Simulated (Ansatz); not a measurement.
# Quick settings and what they miss: BiPd (P6_3/mmc, 4 atoms in the cell)

Self-consistent single point.

```xyz
4
Lattice="4.2033 0.0000 0.0000 -2.1017 3.6402 0.0000 0.0000 0.0000 5.5947" Properties=species:S:1:pos:R:3 pbc="T T T"
Bi     0.0000     2.4268     1.3987
Bi     2.1017     1.2134     4.1960
Pd     0.0000     0.0000     2.7973
Pd     0.0000     0.0000     0.0000
```

Method of the run: PBEsol, PAW files made with PBE (plane waves; Ansatz, a program for electronic structure).

Base settings: basis.ecutwfc = 420 eV; kpoints.mp_grid.grid = 12 12 8; hamiltonian.xc = pbesol; hamiltonian.pseudopotentials = {kind: paw} (the program's default PAW files); scf.occupations.method = cold; scf.occupations.width = 0.05 eV.

Tight run (finer mesh or higher cutoff; not a proven limit): basis.ecutwfc: 420 eV → 590 eV; kpoints.mp_grid.grid: 12 12 8 → 17 17 11; scf.convergence.dr2_threshold: default (1e-07 eV) → 1e-09 eV. It gave Fermi level (on the code's own zero) 15.48 eV; pressure 3.60 GPa.

Quick runs, as changes from the base:
- A: the base itself
- B: basis.ecutwfc: 420 eV → 250 eV; kpoints.mp_grid.grid: 12 12 8 → 3 3 3; scf.occupations.method: cold → fermi_dirac; scf.occupations.width: 0.05 eV → 0.272 eV; scf.convergence.dr2_threshold: default (1e-07 eV) → 0.001 eV
- C: basis.ecutwfc: 420 eV → 210 eV; kpoints.mp_grid.grid: 12 12 8 → 2 2 2; hamiltonian.xc: pbesol → lda; scf.occupations.width: 0.05 eV → 0.5 eV; scf.convergence.dr2_threshold: default (1e-07 eV) → 0.001 eV [LDA (PW92)]
- D: basis.ecutwfc: 420 eV → 335 eV; kpoints.mp_grid.grid: 12 12 8 → 6 6 6; scf.convergence.dr2_threshold: default (1e-07 eV) → 0.001 eV
- E: basis.ecutwfc: 420 eV → 250 eV; kpoints.mp_grid.grid: 12 12 8 → 6 6 6; hamiltonian.xc: pbesol → lda; scf.occupations.method: cold → gaussian; scf.occupations.width: 0.05 eV → 0.136 eV [LDA (PW92)]

Energies are extrapolated to zero smearing width, which holds to low order in the width alone.

Dashes: energy of C, E, another energy zero.

† marks runs with another functional, U, potentials or spin treatment: their distance from the tight run is not a convergence error alone.

The count of work is k-points × plane waves × bands × iterations; it is no time. 

Pressures in the table are Ansatz's without its Pulay estimate, at a fixed set of plane waves; the tight run's value above holds the estimate.

The starting cell comes from a database of computed structures (which also holds hypothetical and non-ambient phases and stackings), without a prior relaxation at this level. Its lattice was rescaled by a random factor within 2.5 % of one. Spin polarisation is off. In the base run, with a pressure of about 4 GPa the cell is away from its equilibrium volume at this level.

```
run  energy less tight (meV/atom)  pressure less tight (GPa)  count of work / tight
---  ----------------------------  -------------------------  ---------------------
A                             0.9                       0.11                   0.24
B                          1025.1                     -50.31                 0.0048
C†                              –                    -185.00                 0.0027
D                            19.4                      -0.96                  0.033
E†                              –                     -52.64                  0.032
```

Among the runs at the tight run's level, the energy misses run from 0.9 to 1025.1 meV/atom.

Left out of this page: 1 run of the series unsound by tests on forces, stress, charge or solver warnings.

Keys are those of Ansatz 0.2.
